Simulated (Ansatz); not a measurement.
We consider NbAl3 (I4/mmm, No. 139; cell taken from a computed entry), described by r²SCAN (plane waves, PAW; Ansatz, an electronic-structure program).

Settings: plane-wave cutoff 560 eV, 20×20×20 k mesh, Fermi–Dirac smearing 0.05 eV, no spin polarisation, scalar-relativistic PAW data made under PBE.

Computed at the level's own relaxed cell.

Question: Give the computed lattice constant a, lattice parameter c and bulk modulus.

Answer: 
- lattice constant a = 3.834 Å
- lattice parameter c = 8.576 Å
- bulk modulus = 136 GPa

The run finds no gap.

Note: the relaxation could not lower the start's symmetry, so the cell can be a saddle point above a distorted one; the bulk modulus is −V dP/dV from two relaxed cells at ±2 % in volume.

The computed numbers hold no vibrational or temperature effects.
